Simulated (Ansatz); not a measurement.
The starting structures come from a database of crystals and need not be the phases stable at ambient conditions.

 Where the default PAW files enter, the runs use the earlier of Ansatz's two default sets.

Inside the gap of an insulator the Bloch states are evanescent, with a wavenumber k + iκ along the transport direction.

Consider the following.

```
CELL_PARAMETERS angstrom
      5.28694     0.00000     0.00000
     -2.64347     4.57862     0.00000
      0.00000     0.00000     8.83918
ATOMIC_POSITIONS crystal
  K  0.00000 0.00000 0.50000
  As 0.66667 0.33333 0.79770
  As 0.33333 0.66667 0.20230
  As 0.33333 0.66667 0.79770
  As 0.66667 0.33333 0.20230
  Cl 0.00000 0.00000 0.00000
  O  0.50000 0.50000 0.68508
  O  0.50000 0.50000 0.31492
  O  0.00000 0.50000 0.68508
  O  0.00000 0.50000 0.31492
  O  0.50000 0.00000 0.68508
  O  0.50000 0.00000 0.31492
```

Space group of this cell: P6/mmm. The cell was relaxed by PBE-D3(BJ); by r2SCAN its mean pressure is -2.3 GPa.

Transport runs along the normal of the first two printed cell vectors, the (001) plane of the conventional cell.

The gap is the functional's own. No spin-orbit coupling. Mid-gap values are interpolated on the energy grid.

Q: Compute, with r2SCAN (Ansatz, a program for electronic structure), the band gap and the smallest decay constant κ at mid-gap.

A: Gap 3.90 eV on a 12×12×4 mesh; κ = 0.350 1/Å, at the zone centre.
